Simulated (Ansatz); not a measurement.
Relaxation of the atoms of CaTiF₅ (C2/c, 14 atoms in the cell) at several settings

```yaml
crystal:
  lattice:
    - [4.53477, -3.30700, 0.00000]
    - [4.53477, 3.30700, 0.00000]
    - [-3.25477, 0.00000, 6.97387]
  atoms:
    - { symbol: Ti, position: [0.00000, 0.00000, 0.00000] }
    - { symbol: Ti, position: [0.00000, 0.00000, 0.50000] }
    - { symbol: F, position: [0.90960, 0.09040, 0.25000] }
    - { symbol: F, position: [0.09040, 0.90960, 0.75000] }
    - { symbol: F, position: [0.68960, 0.28820, 0.53090] }
    - { symbol: F, position: [0.71180, 0.31040, 0.96910] }
    - { symbol: F, position: [0.31040, 0.71180, 0.46910] }
    - { symbol: F, position: [0.28820, 0.68960, 0.03090] }
    - { symbol: F, position: [0.20830, 0.24950, 0.61820] }
    - { symbol: F, position: [0.75050, 0.79170, 0.88180] }
    - { symbol: F, position: [0.79170, 0.75050, 0.38180] }
    - { symbol: F, position: [0.24950, 0.20830, 0.11820] }
    - { symbol: Ca, position: [0.54180, 0.45820, 0.25000] }
    - { symbol: Ca, position: [0.45820, 0.54180, 0.75000] }
```

Base: r2SCAN, default PAW files made with PBE run with Ansatz (a program for electronic structure). Its settings: basis.ecutwfc = 36.7 Ry; kpoints.mp_grid.grid = 3 3 3; hamiltonian.xc = r2scan; hamiltonian.pseudopotentials = {kind: paw} (the program's default PAW files); scf.occupations.method = cold; scf.occupations.width = 0.02 Ry. Starting volume 14.94 Å³ per atom.

Each line gives the change from the base single point and the result:

- atoms moved at random; relax: default → atoms; relax.f_tol: default → 0.03 eV/Å: pressure -0.45 GPa; largest force (vector length) 0.009 eV/Å; relaxation steps 5; free energy against the base single point -1.7 meV/atom.
- atoms moved at random; scf.convergence.dr2_threshold: default (1e-07 eV) → 0.001 eV; relax: default → atoms; relax.f_tol: default → 0.03 eV/Å: pressure -0.47 GPa; largest force (vector length) 0.018 eV/Å; relaxation steps 5; free energy against the base single point -1.7 meV/atom.
- atoms moved at random; relax: default → atoms; relax.f_tol: default → 0.005 eV/Å: pressure -0.48 GPa; largest force (vector length) 0.003 eV/Å; relaxation steps 6; free energy against the base single point -1.7 meV/atom.

The starting cell comes from a database of published, mostly measured structures (it also holds non-ambient and calculated ones), without a prior relaxation at this level. Spin polarisation is off, so a magnetic state, if there is one, cannot be reached. Ansatz's pressure includes its estimate of the finite-basis (Pulay) stress. The cutoff lies below the one recommended for these files. Without a gap this mesh is coarse (it stands for a supercell whose shortest vector is 17 Å).

Some runs lie below the cutoff recommended for these files.

Keys are those of Ansatz 0.2.
